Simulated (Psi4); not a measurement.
Psi4 1.11, unrestricted PBE0/def2-svp: Hf(Cl)3(OH) anion ([OH][Hf]([Cl])([Cl])[Cl]), charge -1, multiplicity 2, 6 atoms. The geometry is a generated start, not checked to be a minimum at this level.

```
Property                                             Result
--------------------------  -------------------------------
task                                                 energy
method                                                 pbe0
basis                                              def2-svp
memory                                                 3 GB
maxiter                                                 100
keys of the molecule block                      symmetry c1
scf_type                                       df (default)
diis_max_vecs                                  10 (default)
e_convergence                               1e-06 (default)
d_convergence                               1e-06 (default)
dft_radial_points                              75 (default)
dft_spherical_points                          302 (default)
effective core potentials   those of the basis set, past Kr
basis functions                                         105
grid points                                          130197
```

```xyz
6

Hf     0.3516     0.0317    -0.0558
Cl     2.3038     0.9012    -0.7503
Cl     0.7365    -0.7533     2.0074
Cl    -0.0288    -1.8003    -1.2978
O     -1.2314     0.9563    -0.0350
H     -2.1317     0.6644     0.1315
```

Charge -1 and multiplicity 2 are set for this test and not shown to be the ground state.

With the defaults (damping_percentage = 0, diis = true, scf_initial_accelerator = adiis, level_shift = 0, level_shift_cutoff = 0.01, soscf = false, soscf_start_convergence = 0.01, guess = auto, which took SAD) it converges in 14 SCF iterations. One run each on 2 threads, with these changes:
- damping_percentage = 60
- guess = gwh
- damping_percentage = 60, diis = false, scf_initial_accelerator = none
- scf_initial_accelerator = ediis
- soscf = true, soscf_start_convergence = 0.001
- soscf = true
- guess = sapgau
- scf_initial_accelerator = none
- level_shift = 0.1, level_shift_cutoff = 0.001

Name the settings that don't reach the solution of the defaults.

No convergence: damping_percentage = 60; damping_percentage = 60, diis = false, scf_initial_accelerator = none (the run ends without SCF convergence in 100 iterations). The rest reach the solution of the defaults.

```tsv
setting	SCF iterations	JK calls	end
soscf = true	9	35	same solution
soscf = true, soscf_start_convergence = 0.001	10	36	same solution
the defaults	14	15	same solution
level_shift = 0.1, level_shift_cutoff = 0.001	14	15	same solution
scf_initial_accelerator = ediis	14	15	same solution
scf_initial_accelerator = none	14	15	same solution
guess = gwh	17	17	same solution
guess = sapgau	18	18	same solution
damping_percentage = 60	100	101	no convergence
damping_percentage = 60, diis = false, scf_initial_accelerator = none	100	101	no convergence
```

An SOSCF iteration holds several JK calls; a Hückel guess adds calls on atoms.
